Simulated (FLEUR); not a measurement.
Band structure of TaCr₂ (Fd-3m, 6 atoms in the cell).

```yaml
crystal:
  lattice:
    - [0.00000, 3.44896, 3.44896]
    - [3.44896, 0.00000, 3.44896]
    - [3.44896, 3.44896, 0.00000]
  atoms:
    - { symbol: Ta, position: [0.75000, 0.75000, 0.75000] }
    - { symbol: Ta, position: [0.50000, 0.50000, 0.50000] }
    - { symbol: Cr, position: [0.12500, 0.12500, 0.62500] }
    - { symbol: Cr, position: [0.12500, 0.62500, 0.12500] }
    - { symbol: Cr, position: [0.12500, 0.12500, 0.12500] }
    - { symbol: Cr, position: [0.62500, 0.12500, 0.12500] }
```

Computed with LDA (Perdew-Zunger), all-electron FLAPW (FLEUR), scalar-relativistic valence.

Settings: Kmax = 3.8 1/bohr; GmaxXC = 15.2 1/bohr; xcFunctional = pz; jspins = 1; l_soc = F; mode = hist; fermiSmearingEnergy = 0.00367493 Htr; mesh (inpgen div1-3) = 8 8 8; inpgen gamma flag = true; Gmax = 15.2 1/bohr; numbands = 0; maxIterBroyd = 15; imix = Anderson; alpha = 0.05.

The starting cell comes from a database of computed structures (which also holds hypothetical and non-ambient phases and stackings), without a prior relaxation at this level. Spin-orbit coupling is off. Spin polarisation is off. Values depend on the basis (sphere radii, cutoffs, local orbitals), which need not be converged.

Levels in eV from the Fermi level, bands 52 to 59:
```
point     52     53     54     55     56    57    58    59
-----  -----  -----  -----  -----  -----  ----  ----  ----
Γ      -0.68  -0.68   0.18   0.18   0.18  0.61  0.61  0.90
X      -1.49  -1.35  -1.35  -0.67  -0.67  0.67  0.67  0.96
W      -1.22  -1.18  -1.18  -0.73  -0.73  0.26  0.26  1.36
K      -1.48  -1.36  -1.02  -0.75  -0.18  0.22  0.28  1.02
L      -1.11  -1.11  -1.09   0.69   0.69  0.75  0.75  0.79
U      -1.48  -1.36  -1.02  -0.75  -0.18  0.22  0.28  1.02
```
